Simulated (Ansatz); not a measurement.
The starting structures come from a database of crystals and need not be the phases stable at ambient conditions.

Inside the gap of an insulator the Bloch states are evanescent, with a wavenumber k + iκ along the transport direction.

```xyz
10
Lattice="6.0158 0.0000 0.0000 0.9558 8.1066 0.0000 -2.5300 4.0533 2.7586" Properties=species:S:1:pos:R:3 pbc="T T T"
Ca     4.7051     2.9369     0.0000
Ca    -0.2635     9.2231     2.7586
Sn     2.0031     1.2503     0.0000
Sn     2.4385    10.9096     2.7586
O     -0.4595     3.3574     2.0904
O      4.9011     8.8026     0.6682
O      1.9930     9.0661     1.7949
O      2.4486     3.0939     0.9638
O      3.9102     5.9946     1.6320
O      0.5314     6.1654     1.1267
```

Space group of this cell: R-3. The cell is taken as given; by PBEsol its mean pressure is -0.8 GPa.

Transport runs along the normal of the first two printed cell vectors, the (110) plane of the conventional cell.

The gap is the functional's own. No spin-orbit coupling. Mid-gap values are interpolated on the energy grid.

### Question
Give the band gap and the smallest decay constant κ at mid-gap that PBEsol (Ansatz, a program for electronic structure) yields.

### Answer
Gap 3.06 eV on a 12×12×12 mesh; κ = 0.277 1/Å, at the zone centre.
